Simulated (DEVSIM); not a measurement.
Device: Si n-i-p diode, at 400 K.

Layer 1 from the left is Si, thickness (μm) 0.170, Nd (cm⁻³) 3.6e18, τn (s) 5.4e-6, τp (s) 5.4e-6. Layer 2 from the left is Si, thickness (μm) 0.410, Na (cm⁻³) 1.5e11, τn (s) 5.4e-6, τp (s) 5.4e-6. Layer 3 from the left is Si, thickness (μm) 2.50, Na (cm⁻³) 7.6e17, τn (s) 5.4e-6, τp (s) 5.4e-6.

Left contact: ohmic. Right contact: ohmic. Voltage is applied to the left contact. Recombination: SRH at mid-gap, radiative, Auger. Gap narrowing is on: ΔEg = 6.92 meV × (l + √(l² + 0.5)), l = ln(N/1.3e17 cm⁻³), shared equally by both band edges. Mobility is μmin + (μ − μmin)/(1 + (N/Nref)^α).

Constants are typed, rounded textbook-type inputs, not results; the design itself was drawn at random and stands for no fabricated device. Values at 300 K; Nc and Nv go as T^1.5, mobilities as T to minus their exponent, the gap by Varshni's rule with the affinity fixed.

Si: gap (eV) 1.124, affinity (eV) 4.05, permittivity 11.7, Nc (cm⁻³) 2.86e19, Nv (cm⁻³) 3.1e19, μn (cm²/Vs) 1417, μp (cm²/Vs) 470, μn,min 52, μp,min 45, Nref,n 9.7e16, Nref,p 2.2e17, αn 0.68, αp 0.72, T exponent of μn 2.3, T exponent of μp 2.2, B (cm³/s) 4.7e-15, Cn (cm⁶/s) 2.8e-31, Cp (cm⁶/s) 9.9e-32, Varshni α (eV/K) 0.000473, Varshni β (K) 636.

Simulated with DEVSIM: 1D drift-diffusion, Boltzmann statistics, complete ionisation; no tunnelling, impact ionisation, image-force lowering or self-heating.

Task: What does the simulation give for the potential step across the device at zero bias, the dark forward voltage at 1 A/cm², the dark forward voltage at 100 A/cm²?

Result: potential step across the device at zero bias 0.831 V; dark forward voltage at 1 A/cm² 0.472 V; dark forward voltage at 100 A/cm² 0.633 V.
